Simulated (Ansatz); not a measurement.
# W2N (space group P4/mmm, No. 123; a hypothetical phase, not in the database extracts checked)

```cif
data_NW2
_chemical_formula_sum 'W2 N1'
_space_group_name_H-M_alt 'P 1'
_space_group_IT_number 1
_cell_length_a 2.96344
_cell_length_b 2.96344
_cell_length_c 4.16019
_cell_angle_alpha 90.000
_cell_angle_beta 90.000
_cell_angle_gamma 90.000
loop_
_space_group_symop_operation_xyz
  'x, y, z'
loop_
_atom_site_label
_atom_site_type_symbol
_atom_site_fract_x
_atom_site_fract_y
_atom_site_fract_z
_atom_site_occupancy
W1 W 0.00000 0.00000 0.00000 1
W2 W 0.50000 0.50000 0.50000 1
N1 N 0.50000 0.50000 0.00000 1
```

The values are results of PBE-D3(BJ)/PAW in Ansatz (a program for electronic structure), no spin-orbit coupling, not measurements. k-mesh 16×16×11 (Γ-centred); smearing 0.05 eV (Fermi–Dirac).

| Quantity | Result |
|---|---|
| Volume per atom | 12.18 Å³ |
| Density | 17.35 g/cm³ |
| Band gap | zero |
| Total energy | -7051.742 eV/atom (σ→0; compares only within this code and set-up) |

Stability against distortions was not tested. The base started in P4/nmm and relaxed to P4/mmm at this level. All final runs are without spin polarisation. An odd electron count without spin: W2N. The program warned that a D3 coordination switch lies within reach, so dispersion energies are less smooth here.
